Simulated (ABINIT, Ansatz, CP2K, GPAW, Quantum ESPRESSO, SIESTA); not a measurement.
One structure in several programs: NiAl (Pm-3m, 2 atoms in the cell)

Self-consistent single point, at a second geometry (lattice scaled by 0.98). First geometry:

```xyz
2
Lattice="2.8900 0.0000 0.0000 0.0000 2.8900 0.0000 0.0000 0.0000 2.8900" Properties=species:S:1:pos:R:3 pbc="T T T"
Al     1.4450     1.4450     1.4450
Ni     0.0000     0.0000     0.0000
```

Shared settings, as Ansatz (a first-principles code) writes them: kpoints.mp_grid.grid = 9 9 9; scf.occupations.method = gaussian; scf.occupations.width = 0.136 eV. Potentials and cutoffs stand in the table.

```json
[
 {"code": "CP2K", "model": "PBE, GPW, DZVP-MOLOPT-SR-GTH basis, GTH-PBE potentials (GTH_POTENTIALS)", "ΔF from the first geometry (meV/atom)": "25.6", "pressure (GPa)": "11.58", "cutoff": "grid 600 Ry"},
 {"code": "Quantum ESPRESSO", "model": "PBE, SSSP 1.1.2 efficiency (PBE) pseudopotentials", "ΔF from the first geometry (meV/atom)": "26.5", "pressure (GPa)": "11.83", "cutoff": "50 Ry"},
 {"code": "ABINIT", "model": "PBE, norm-conserving pseudopotentials (PseudoDojo nc-sr-05 PBE standard)", "ΔF from the first geometry (meV/atom)": "24.7", "pressure (GPa)": "11.41", "cutoff": "1333 eV"},
 {"code": "GPAW", "model": "PBE, GPAW PAW datasets PBE (gpaw-data 1.0.1)", "ΔF from the first geometry (meV/atom)": "29.9", "pressure (GPa)": "12.85", "cutoff": "850 eV"},
 {"code": "SIESTA", "model": "GGA PBE, numerical atomic orbitals DZP, PseudoDojo PBE standard norm-conserving potentials (rewritten from UPF to PSML)", "ΔF from the first geometry (meV/atom)": "15.7", "pressure (GPa)": "9.70", "cutoff": "grid 350 Ry"},
 {"code": "Ansatz", "model": "PBE, default PAW files", "ΔF from the first geometry (meV/atom)": "25.3", "pressure (GPa)": "11.52", "cutoff": "default"}
]
```

On Ansatz's run: spin polarisation is off.

The spread over the programs that give each value: ΔF from the first geometry within 14.2 meV/atom; pressure within 3.15 GPa.

CP2K and SIESTA use small atom-centred bases, whose incompleteness enters pressures, forces and empty levels differently from a plane-wave cutoff. Ansatz's pressure is given at a fixed set of plane waves, as the other plane-wave codes print theirs; with its correction for the finite basis it is 11.58 GPa. In the pressure, GPAW (by 1.17) and SIESTA (by 1.98) lie more than 1 GPa from the median of the plane-wave programs.

The starting cell has typed, rounded lattice constants, without a prior relaxation at this level. For this run, on top of that: lattice scaled by 0.98.

Left out of this page: Elk and FLEUR (not drawn, or without a comparable value).

Keys are those of Ansatz 0.2.
